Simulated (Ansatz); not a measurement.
**Pt: isotropic strain +2.20 %**

Consider Pt in the fcc (Cu type) structure (space group Fm-3m, No. 225; a = 3.972 Å; relaxed with 0.1 eV smearing).

It is then changed as follows: every lattice vector is stretched by 2.20 %, atoms relaxed at fixed cell.

Level of theory: Ansatz (a program for electronic structure), PBE, PAW, cutoff 420 eV, spin-orbit coupling left out. Settings: 28×28×28 k-points, 0.1 eV Fermi–Dirac smearing.

- Volume per atom: 16.72 Å³ (base 15.67 Å³)
- Shortest interatomic distance: 2.870 Å (base 2.809 Å)
- Energy relative to the base (free energy F): +48 meV/atom
- Band gap: zero (base zero)

Final structure:

```xyz
1
Lattice="0.0000 2.0297 2.0297 2.0297 0.0000 2.0297 2.0297 2.0297 0.0000" Properties=species:S:1:pos:R:3 pbc="T T T"
Pt     0.0000     0.0000     0.0000
```

Cost of the whole job for the changed cell (relaxation, final SCF and bands): about 24 core-seconds (a rough figure).

Whether these cells are dynamically stable was not tested. The final runs are not spin-polarised. Pt lies near a magnetic instability that expansion can trigger; it was not tested.
